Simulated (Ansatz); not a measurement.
The starting structures come from a database of crystals and need not be the phases stable at ambient conditions.

By PBEsol, the system below comes out a metal.

```yaml
crystal:
  lattice:
    - [4.27329, 0.00000, 0.00000]
    - [-2.13665, 3.70078, 0.00000]
    - [2.13665, 1.23359, 1.74456]
  atoms:
    - { symbol: Sb, position: [0.00000, 0.00000, 0.00000] }
```

The cell is strained (all lengths scaled by 0.98); by PBEsol it stands under a pressure of 2.6 GPa.

The current flows along the normal of the first two printed cell vectors, the (111) plane of the conventional cell. No spin-orbit coupling; the value is a mean over 0.1 eV about the Fermi level.

Compute, with Ansatz (an electronic-structure program) with PBEsol, the ballistic conductance per area.

1.2 × 10¹⁵ S/m² for both spins.
